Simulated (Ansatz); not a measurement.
The starting structures come from a database of crystals and need not be the phases stable at ambient conditions.

 Where the default PAW files enter, the runs use the earlier of Ansatz's two default sets.

By PBEsol, the system below comes out a metal.

Without scattering a metal conducts by its projected Fermi surface.

```xyz
4
Lattice="3.9546 0.0000 0.0000 0.0000 5.7739 0.0000 0.0000 -1.5882 4.0965" Properties=species:S:1:pos:R:3 pbc="T T T"
Y      2.9660     2.8052     3.5287
Y      0.9887     1.3805     0.5678
Ge     2.9660     0.0463     2.3939
Ge     0.9887     4.1394     1.7026
```

Space group of this cell: P2_1/m. The cell is strained (lengths along the current scaled by 1.03, ions clamped); by PBEsol its mean pressure is -4.7 GPa.

The current flows along the normal of the first two printed cell vectors. No spin-orbit coupling; the value is a mean over 0.1 eV about the Fermi level.

Compute, with Ansatz (an electronic-structure program) with PBEsol, the ballistic conductance per area.

0.19 × 10¹⁵ S/m² for both spins.
